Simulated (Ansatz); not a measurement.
The parent structure is TiC in the rock salt structure (space group Fm-3m, No. 225; a = 4.3278 Å; relaxed with 0.1 eV smearing). Axes: x, y, z lie along the cube axes.

All numbers come from Ansatz (a quantum-chemistry and plane-wave program) r2SCAN, no SOC.

Before the change:

| Item | Value |
|---|---|
| Band gap | zero |

Perturbation: tensor shear ε_xy = +0.57 % (engineering shear γ = 0.0114); the atoms relax in the strained cell.

How does this affect the energy relative to the base, stress and band gap?

The energy rises by 0.8 meV/atom; the stress (xx, yy, zz, yz, xz, xy; compression positive) comes out as (0.0, 0.0, 0.0, 0.0, 0.0, -2.1) GPa; the band gap stays zero.

Whether these cells are dynamically stable was not tested. All final runs are without spin polarisation.
